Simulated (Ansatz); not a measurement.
Worked example: self-consistent single point of Hf2Ga (Fmm2, 6 atoms in the cell) in Ansatz (a program for electronic structure)

Method of the run: LDA (PW92), default PAW files made with PBE (plane waves; Ansatz).

This input was run:

Ansatz 0.2 input:
```yaml
# Hf2Ga
crystal:
  lattice:
    - [-3.349157, 3.349157, 2.628291]
    - [3.349157, -3.349157, 2.628291]
    - [3.349157, 3.349157, -2.628291]
  atoms:
    - { symbol: Hf, position: [0.658818, 0.158818, 0.817636] }
    - { symbol: Hf, position: [0.346460, 0.846460, 0.192920] }
    - { symbol: Hf, position: [0.153540, 0.346460, 0.500000] }
    - { symbol: Hf, position: [0.846460, 0.653540, 0.500000] }
    - { symbol: Ga, position: [0.250000, 0.250000, 0.000000] }
    - { symbol: Ga, position: [0.750000, 0.750000, 0.000000] }
basis:
  ecutwfc: 420.0 eV
kpoints:
  mp_grid: { grid: [4, 4, 4] }
hamiltonian:
  xc: lda
  pseudopotentials: { kind: paw }
scf:
  occupations: { method: fermi_dirac, width: 0.1 eV }
output:
  forces: true
  eigenvalues: true
  stress: true
```

Output (repeated stretches shortened):

```
WARN ansatz: RAYON_NUM_THREADS=1 ignored (pool sized by the plan → 1); use --threads N
Pseudopotentials: kind: paw
Pseudopotential: Hf, paw, valence charge 26
Pseudopotential: Ga, paw, valence charge 13
Crystal: 6 atoms, lattice volume = 117.925 Å³
Basis set: ecut = 420 eV, 2265 PW (Γ)
Bands: 78, of which v1, the nominal top of the filled ones, is band 65 counted from 1 (64 counted from 0)
Symmetry: 4 space group operations
Space group: Fmm2 (ITA 42), of the structure as read, at distance tolerance 4.9e-5 Å
k-points: 18 of 64 (time reversal used)
PAW frozen core: Hf, regenerated for the run's functional, and the local potential with it
PAW frozen core: Ga, regenerated for the run's functional, and the local potential with it
Initial density: superposition of atomic densities (neutral atoms: chi_scale 0, normalization atom), corrected by the library's trained network
Initial wavefunctions: pseudopotential atomic-orbital guess
Eigensolver: davidson
Functional: x = slater, c = lda
SCF iter   1: F=—  HF=-69323.975870 eV  |F-HF|=—  |Δ(HF+E_count)|=         —  Δρ=6.98e-3  dr2=4.76e-2  ethr=1.77e-3  ⟨swp⟩=5.2  Hψ=4187  notcnv=0  defer=28
all-band conjugate gradients solve this SCF's bands
preconditioner: auto → Kerker (q_TF=auto, 2.773 Å⁻¹)
SCF iter   2: F=—  HF=-69323.968331 eV  |F-HF|=—  |Δ(HF+E_count)|=   7.54e-3  Δρ=4.21e-3  dr2=2.22e-2  ethr=3.66e-5  ⟨swp⟩=2.2  Hψ=1893  notcnv=0  defer=31
SCF iter   3: F=—  HF=-69323.964622 eV  |F-HF|=—  |Δ(HF+E_count)|=   3.71e-3  Δρ=1.25e-3  dr2=2.24e-3  ethr=1.70e-5  ⟨swp⟩=2.0  Hψ=2070  notcnv=0  defer=31
SCF iter   4: F=—  HF=-69323.962211 eV  |F-HF|=—  |Δ(HF+E_count)|=   2.41e-3  Δρ=5.59e-4  dr2=3.26e-4  ethr=1.72e-6  ⟨swp⟩=2.0  Hψ=2541  notcnv=0  defer=31
SCF iter   5: F=—  HF=-69323.962089 eV  |F-HF|=—  |Δ(HF+E_count)|=   1.22e-4  Δρ=1.28e-4  dr2=2.54e-5  ethr=2.51e-7  ⟨swp⟩=2.1  Hψ=2456  notcnv=0  defer=31
SCF iter   6: F=—  HF=-69323.962098 eV  |F-HF|=—  |Δ(HF+E_count)|=   9.02e-6  Δρ=8.90e-5  dr2=6.91e-6  ethr=1.95e-8  ⟨swp⟩=2.2  Hψ=2528  notcnv=0  defer=31
SCF iter   7: F=—  HF=-69323.962095 eV  |F-HF|=—  |Δ(HF+E_count)|=   2.29e-6  Δρ=2.37e-5  dr2=7.65e-7  ethr=5.32e-9  ⟨swp⟩=2.1  Hψ=2252  notcnv=0  defer=31
SCF iter   8: F=—  HF=-69323.962095 eV  |F-HF|=—  |Δ(HF+E_count)|=   1.40e-7  Δρ=7.78e-6  dr2=1.08e-7  ethr=5.89e-10  ⟨swp⟩=2.1  Hψ=2355  notcnv=0  defer=31
SCF iter   9: F=-69323.962095 eV  HF=-69323.962095 eV  |F-HF|=5.77e-8  |Δ(HF+E_count)|=   3.11e-8  Δρ=3.71e-6  dr2=2.52e-8  ethr=7.69e-11  ⟨swp⟩=10.8  Hψ=7125  notcnv=0
SCF 1 converged in 9 iterations: F = -69323.962095 eV  dr2 = 2.52e-8
SCF converged after 9 iterations
Free energy (F): -69323.962095 eV
Harris-Foulkes:  -69323.962095 eV  (|F-HF|=5.77e-8)
Internal energy: -69323.778480 eV  (E = F + TS)
E sigma→0 (E₀):  -69323.870287 eV
Entropy (-TS):   -0.183616 eV (-30.603 meV/atom)
Fermi energy:    17.409022 eV
--- Per-component energies (eV) ---
  E_band       = 71.278689
  E_kinetic    = 1927.772079
  E_local      = -23754.619833  (includes V_loc(G=0)·N_el)
  E_nonlocal   = -4085.928411
  E_hartree    = 11160.159966
  E_xc         = -1329.311377
  E_vxc        = -1185.308636  (∫ρ·V_xc dr)
  E_paw        = -30558.312154  (= ΣΔE_a)
  E_vpaw       = 4849.033725  (= ΣTr[D̂ρ^β])
  E_aug_tail   = -0.000297  (compensation charges beyond the density's cutoff)
  E_ewald      = -22696.824383
  E_core_change = 13.285930  (= ΣΔE_core)
  E_smearing   = -0.183616  (= −TS)
  E_closure    = 0.000000  (closes the sum)
  Σ components = -69323.962095   (vs F -69323.962095, Δ=0.00e0)
--- Forces (eV/Å), atoms counted from 1 ---
  atom   1  Hf    -0.19075404    -0.19075404     0.00000000
  atom   2  Hf     0.12633310     0.12633310     0.00000000
  atom   3  Hf     0.04137508    -0.01416449     0.00000000
  atom   4  Hf    -0.01416449     0.04137508     0.00000000
  atom   5  Ga     0.01860424     0.01860424     0.00000000
  atom   6  Ga     0.01860424     0.01860424     0.00000000
  max |Σ_I F_I| component: 1.85e-6 eV/Å
--- Stress (GPa, compression-positive) ---
       -7.098022      -0.376063       0.000000
       -0.376063      -7.098022      -0.000000
        0.000000       0.000000      -6.849537
  P = ⅓ Tr σ = -7.0152 GPa (-70.152 kbar)
  The stress holds the Pulay correction. Without it, at fixed plane waves, as pw.x and ABINIT print it: P = -7.0436 GPa
--- Band table (eV; the first three rows and the last of 18) ---
  k-point 0: bands = ["-44.0854", "-44.0589", "-44.0290", "-44.0234", "-12.9722", "-12.9373", "-12.8224", "-12.8154", "-12.8046", "-12.7832", "-12.7144", "-12.7123", "-12.6992", "-12.4478", "-12.4262", "-12.4052", "3.0787", "3.2475", "3.2496", [...]
  k-point 1: bands = ["-44.0804", "-44.0578", "-44.0351", "-44.0234", "-12.9817", "-12.9082", "-12.8715", "-12.8171", "-12.7841", "-12.7801", "-12.7345", "-12.6832", "-12.6253", "-12.4871", "-12.4667", "-12.4063", "3.0793", "3.2437", "3.2599", [...]
  k-point 2: bands = ["-44.0748", "-44.0528", "-44.0457", "-44.0234", "-12.9893", "-12.9094", "-12.8205", "-12.8031", "-12.7950", "-12.7850", "-12.7722", "-12.6661", "-12.5499", "-12.5316", "-12.5212", "-12.4077", "3.0798", "3.2401", "3.2711", [...]
  k-point 17: bands = ["-44.0601", "-44.0502", "-44.0453", "-44.0411", "-12.9943", "-12.9590", "-12.8721", "-12.7622", "-12.7587", "-12.7522", "-12.6884", "-12.6437", "-12.5457", "-12.5349", "-12.5286", "-12.5192", "3.0811", "3.2634", "3.2640", [...]
```

The run converged in 9 iterations.

The starting cell comes from a database of computed structures (which also holds hypothetical and non-ambient phases and stackings), without a prior relaxation at this level. Its lattice was rescaled by up to half a per cent. One atom was moved a little off its site on purpose. Spin-orbit coupling is off. With a pressure of about -7 GPa the cell is away from its equilibrium volume at this level. Ansatz's pressure includes its estimate of the finite-basis (Pulay) stress.
